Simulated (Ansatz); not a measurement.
What tensor shear ε_yz = −3.82 % does to MoS2

The reference is MoS₂ in the 2H-MoS2 type structure (space group P6_3/mmc, No. 194; a = 3.173 Å, c = 12.437 Å; layered, stacked along the Cartesian z axis). Axes: x lies along a and z along c of the hexagonal cell.

Perturbation: tensor shear ε_yz = −3.82 % (engineering shear γ = -0.0764), atoms relaxed at fixed cell.

The values are results of r2SCAN+rVV10 (Ansatz, a first-principles code), no spin-orbit coupling, not measurements. Γ-centred 12×12×3 mesh, Fermi–Dirac width 0.05 eV.

```csv
quantity,base,changed,shift
volume per atom,18.07 Å³,18.05 Å³,-0.026 Å³
energy relative to the base (free energy F),0 meV/atom,+3.7 meV/atom,+3.7 meV/atom
"pressure (mean of the normal stresses, compression positive)",0.00 GPa,0.22 GPa,+0.22 GPa
band gap,1.01 eV,1.01 eV,0.00 eV
gap character,–,"indirect, Γ → k = (1/3, -0.167, 0) in the run's primitive reciprocal basis",–
smallest direct gap,1.74 eV,1.74 eV,0.00 eV
electron mass,–,"0.60 mₑ along x, 0.85 mₑ along y, 0.55 mₑ along z (off the special points)",–
hole mass,"0.87 mₑ along c, 0.69 mₑ across (at Γ)","0.66 mₑ along x, 0.72 mₑ along y, 0.86 mₑ along z (at Γ)",–
"valence-band top at Γ (three highest levels, from the VBM)","0.00, -1.13, -1.36 eV","0.00, -1.17, -1.36 eV",–
largest internal atomic displacement,–,0.300 Å,–
"stress (xx, yy, zz, yz, xz, xy; compression positive)",–,"(0.24, -0.10, 0.51, 0.37, 0.00, 0.00) GPa",–
```

Cost of the whole job for the changed cell (relaxation, final SCF and bands): around 10 core-minutes (rough).

The cells carry an imposed strain or load. Masses are band curvatures over ±0.01 Å⁻¹ around the edge. No phonon test of stability was made. Under tensor shear ε_yz = −3.82 % atoms moved by over 0.3 Å (layers or molecules slid or turned), so the response is not a plain elastic one. Labels are those of the standard path for the cell's own space group.
